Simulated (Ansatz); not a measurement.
Amorphous B₃₂N₃₀O₃, 65 atoms at 2.00 g/cm³, one PBE-relaxed geometry, zone centre. Methods: PBE, scalar-relativistic without spin-orbit coupling (Ansatz, a first-principles code); r2SCAN, scalar-relativistic without spin-orbit coupling (Ansatz); HSE06, scalar-relativistic without spin-orbit coupling (Ansatz). Plane waves to 420 eV (r2SCAN 500 eV); exact exchange is cut at the cell's faces. At PBE the levels at both edges of the gap are localised (band-tail or defect states), and the nearest spread-out levels lie 3.2 eV apart at the zone centre. The higher rungs were started with moments on some atoms, which died out.

Preparation: random packing, a CHGNet melt and quench, and a DFT relaxation. O and N atoms were pushed apart under 1.9 Å during the dynamics, to hinder bonds among them. The hot cell started wider than the set density and was brought back towards it in steps. It is the lowest in DFT energy of 2 quenches. It is a model cell: composition and starting density were chosen by hand, and all elements were melted together. No dispersion term was used. Its density started from a set value of 2.00 and ended at 2.00 g/cm³. The simulated quench (nominally 580 K/ps over its main leg) is rapid and tends to freeze in more defects than a deposited or slowly cooled glass has. One small periodic cell is one sample of the glass; other quenches scatter about these values. The volume was held where the preparation left it, at a PBE pressure of -0.3 GPa (tension). Stress components on the final sampling reach 3.6 GPa.

The relaxation ran on one k-point at (1/4, 1/4, 1/4). At PBE the gap between localised states is 2.48 eV on a 2×2×2 Γ-centred mesh, and the spacing at the zone centre alone 2.58 eV.

What zone-centre spacing does r2SCAN give, roughly?

3.03 eV (+0.46 eV against PBE).

What zone-centre spacing does HSE06 give, roughly?

3.95 eV (+1.38 eV against PBE).

The highest filled and the lowest empty state spread over these numbers of atoms (participation numbers): PBE: 5.8 and 6.0; r2SCAN: 5.7 and 6.1; HSE06: 6.1 and 6.0.
